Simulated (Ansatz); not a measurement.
# HfC, response to strain

The reference is HfC in the rock salt structure (space group Fm-3m, No. 225; relaxed with 0.1 eV smearing).

```
CELL_PARAMETERS angstrom
      0.00000     2.30353     2.30353
      2.30353     0.00000     2.30353
      2.30353     2.30353     0.00000
ATOMIC_POSITIONS crystal
  Hf 0.00000 0.00000 0.00000
  C  0.50000 0.50000 0.50000
```

Cartesian axes are those of the cell as printed.

Strains are applied to the cell and any free atomic positions relax; under biaxial strain the out-of-plane vector relaxes too.

Method: PBEsol, PAW, 420 eV (Ansatz, a first-principles code; no spin-orbit coupling).

Candidates:
(a) biaxial strain +2.50 %, plane normal [111], relaxed out of plane
(b) biaxial strain +1.67 %, plane normal [111], relaxed out of plane
(c) biaxial strain −1.67 %, plane normal [111], relaxed out of plane

Notes on the quantities. energy relative to the base: free energy F.

Problem. Order them by energy relative to the base, highest first.

Solution. (a) biaxial strain +2.50 %, plane normal [111], relaxed out of plane (+24 meV/atom), (c) biaxial strain −1.67 %, plane normal [111], relaxed out of plane (+12 meV/atom), (b) biaxial strain +1.67 %, plane normal [111], relaxed out of plane (+11 meV/atom)

Stability against distortions was not tested. All final runs are without spin polarisation.
